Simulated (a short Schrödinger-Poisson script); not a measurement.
System: gated Al0.33Ga0.67As/GaAs δ-doped gas, at 77 K.

```
layer        material  thickness (nm)  Na (cm⁻³)
-----  --------------  --------------  ---------
1      Al0.33Ga0.67As               8          -
2      Al0.33Ga0.67As               5          -
3                GaAs            6000       1e15
```

The device is made up for the run: typed textbook-type constants, with dimensions and the other settings drawn at random. Al0.33Ga0.67As: permittivity 11.96, conduction-band edge (eV) 0.261, gap (eV) 1.836, electron mass (mₑ) 0.0944, Nv at 300 K (cm⁻³) 9e18. GaAs: permittivity 12.9, conduction-band edge (eV) 0, gap (eV) 1.424, Nv at 300 K (cm⁻³) 9e18.

Channel valleys (confinement mass, in-plane density-of-states mass, number): Γ 0.067, 0.067, 1. At the gate the conduction-band edge of layer 1 lies 1.01 eV − eVg above the Fermi level of the channel; the field vanishes at the back. Sheet of ionised δ-doping: +3e12 e/cm² at 8 nm from the gate. The barrier under the gate holds no holes. Gaps are held at their typed values at every temperature. Mesh 0.08 nm at interfaces.

Solved with a short Schrödinger-Poisson script written for these runs: 1D Poisson equation in equilibrium, electrons quantum, Hartree plus LDA exchange-correlation (BenDaniel-Duke, 40 states a valley, the channel's in-plane mass for all, wave functions free to enter the barrier), parabolic valleys, classical holes, full ionisation, no traps, pinning or gate leakage.

The same stack at other levels of the model or other numerical settings:

| run | sheet density of all electrons at Vg = 0.5 V (cm⁻²) | capacitance at Vg = 0.5 V (μF/cm²) | centroid of the channel electrons at Vg = 0.5 V (nm) | rough cost against the base |
|---|---|---|---|---|
| base | 2.27e11 | 0.540 | 7.17 | about 1 |
| electrons treated as classical, Boltzmann | 3.18e11 | 0.700 | 2.30 | 0.04 |
| electrons treated as classical, Fermi-Dirac | 2.54e11 | 0.545 | 4.23 | 0.2 |
| electrons treated as quantum, Hartree | 2.05e11 | 0.515 | 7.51 | about 1 |
| mesh six times as coarse | 2.27e11 | 0.540 | 7.16 | 0.3 |
| one subband a valley | 2.26e11 | 0.539 | 6.97 | 0.3 |

The classical rows ignore confinement, and Boltzmann statistics overrate the density once the band edge passes the Fermi level.
